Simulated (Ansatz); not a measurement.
Consider CdS in the zinc blende structure (space group F-43m, No. 216; a = 5.878 Å).

Structures relaxed with Kohn–Sham DFT with the r2SCAN functional, run in Ansatz (a quantum-chemistry and plane-wave program) with PAW and 500 eV plane waves, no spin-orbit coupling.

Base:

Simulated powder pattern, Mo Kα, λ = 0.71073 Å (kinematic, ideal powder, no thermal factors, no anomalous dispersion; the 8 strongest lines at most, above 2 %, up to 2θ = 40°):

```
2θ (°)  I/Imax (%)    hkl
------  ----------  -----
12.02          100  (111)
13.89           24  (200)
19.69           62  (220)
23.14           51  (311)
27.99           11  (400)
30.56           21  (331)
34.46           22  (422)
36.62           16  (333)
```

Modification: cell and atoms relaxed at a pressure of 4.5 GPa.

After the change:

Simulated powder pattern, Mo Kα, λ = 0.71073 Å (kinematic, ideal powder, no thermal factors, no anomalous dispersion; the 8 strongest lines at most, above 2 %, up to 2θ = 40°):

| 2θ (°) | I/Imax (%) | hkl |
|---|---|---|
| 12.28 | 100 | (111) |
| 14.19 | 24 | (200) |
| 20.12 | 61 | (220) |
| 23.64 | 50 | (311) |
| 28.61 | 11 | (400) |
| 31.24 | 21 | (331) |
| 35.23 | 21 | (422) |
| 37.44 | 15 | (511) |

The indices refer to the base's conventional cell; one index is shown for lines that coincide.

Load acts through the strain it causes; cell and atoms are relaxed under it. Stability against distortions was not tested. Tetrahedral semiconductors of this kind turn to denser phases somewhere between about 1 and 50 GPa; those were not computed, so compressed cells here can lie past the real transition.
